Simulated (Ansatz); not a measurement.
Bond-angle distributions (per cent of the angles at each element, bins of 10°) of a relaxed model of amorphous Hf$_{27}$O$_{45}$N$_{6}$ at 9.59 g/cm³. All values below come from PBE, scalar-relativistic without spin-orbit coupling (plane waves to 420 eV, PAW; Ansatz, a program for electronic structure).

Preparation: random packing, a CHGNet melt and quench, and a DFT relaxation. O and N atoms were pushed apart under 1.9 Å during the dynamics, to hinder bonds among them. The hot cell started wider than the set density and was brought back towards it in steps. It is the lowest in DFT energy of 4 quenches. It is a model cell: composition and starting density were chosen by hand, and all elements were melted together. No dispersion term was used. Its density started from a set value of 9.59 and ended at 9.59 g/cm³. Cooling (nominally 150 K/ps over its main leg) ran many orders faster than in experiment, which tends to leave more defects and strain. A cell of this size samples the disorder only roughly. The volume was held where the preparation left it and the shape relaxed, at a PBE pressure of -0.3 GPa (tension).

Cut-offs for bonds: Hf-Hf 3.34 Å, Hf-O 2.64 Å, Hf-N 2.74 Å, O-O 1.58 Å, O-N 1.64 Å, N-N 1.70 Å. Two cations that share two anions don't count as bonded, nor two that share one unless they lie closer than Hf-Hf 3.25 Å.

| angle (°) | at Hf | at O | at N |
|---|---|---|---|
| 50-60 | 0 | 0 | 0 |
| 60-70 | 5 | 0 | 0 |
| 70-80 | 29 | 0 | 0 |
| 80-90 | 15 | 9 | 6 |
| 90-100 | 8 | 15 | 27 |
| 100-110 | 9 | 34 | 27 |
| 110-120 | 4 | 13 | 12 |
| 120-130 | 6 | 13 | 18 |
| 130-140 | 8 | 7 | 3 |
| 140-150 | 7 | 5 | 3 |
| 150-160 | 6 | 4 | 3 |
| 160-170 | 1 | 2 | 0 |
| 170-180 | 1 | 0 | 0 |

They go with these counts of neighbours within the cut-offs, cation contacts included: Hf mean 6.5, most often 7; O mean 3.3, most often 3; N mean 3.8, most often 4.
